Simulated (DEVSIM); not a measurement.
Device: abrupt Si p-n junction, at 350 K.

Layer 1 from the left is Si, thickness (μm) 0.600, Na (cm⁻³) 2.2e15, τn (s) 1.4e-5, τp (s) 1.4e-5. Layer 2 from the left is Si, thickness (μm) 5.80, Nd (cm⁻³) 7.4e14, τn (s) 1.4e-5, τp (s) 1.4e-5.

Left contact: ohmic. Right contact: ohmic. Voltage is applied to the left contact. Recombination: SRH at mid-gap. Mobility is μmin + (μ − μmin)/(1 + (N/Nref)^α).

The device is made up for the run: typed textbook-type constants, with dimensions and the other settings drawn at random. Values at 300 K; Nc and Nv go as T^1.5, mobilities as T to minus their exponent, the gap by Varshni's rule with the affinity fixed.

Si: gap (eV) 1.124, affinity (eV) 4.05, permittivity 11.7, Nc (cm⁻³) 2.86e19, Nv (cm⁻³) 3.1e19, μn (cm²/Vs) 1417, μp (cm²/Vs) 470, μn,min 52, μp,min 45, Nref,n 9.7e16, Nref,p 2.2e17, αn 0.68, αp 0.72, T exponent of μn 2.3, T exponent of μp 2.2, Varshni α (eV/K) 0.000473, Varshni β (K) 636.

Estimate by hand the built-in potential, the peak field at zero bias, the capacitance at -0.6 V, and compare with a numerical solution.


- Built-in potential: ni = √(Nc Nv) exp(−Eg/2kT) = 3.78e11 cm⁻³ with Eg = 1.111 eV; Vbi = kT/q ln(Na Nd/ni²) = 0.490 V; numerical 0.490 V.
- Peak field at zero bias: depletion approximation: W = √(2εVbi/(qN)) = 1.07 μm with N = 5.54e14 cm⁻³; field = 2Vbi/W = 9160 V/cm; numerical 8590 V/cm (estimate above by 6.6 %).
- Capacitance at -0.6 V: C = √(qεN / 2(Vbi + |V|)) = 6.49 nF/cm²; numerical 6.69 nF/cm² (estimate below by 2.9 %).

DEVSIM, 1D drift-diffusion, Boltzmann statistics, complete ionisation; no tunnelling, impact ionisation, image-force lowering or self-heating.
